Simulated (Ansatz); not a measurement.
Antifluorite Be₂C was calculated with revPBE (Ansatz, a quantum-chemistry and plane-wave program, PAW).

Numerical settings: plane-wave cutoff 520 eV, 14×14×14 k mesh, Fermi–Dirac smearing 0.01 eV, scalar-relativistic PAW data made under PBE.

Computed at the level's own relaxed cell.

Problem. Predict the pressure derivative B′ of the bulk modulus, smallest direct gap on the k points sampled and lattice parameter a.

Solution. 
- pressure derivative B′ of the bulk modulus = 3.5
- smallest direct gap on the k points sampled = 4.16 eV
- lattice parameter a = 4.353 Å

Measured, for comparison: lattice constant a 4.34 ± 0.002 Å (temperature not stated, not corrected to a static lattice; as tabulated in Freccero, Grin, Wagner, Dalton Trans. (2023), ESI). Computed (rounded) less measured: lattice constant a +0.3 %.
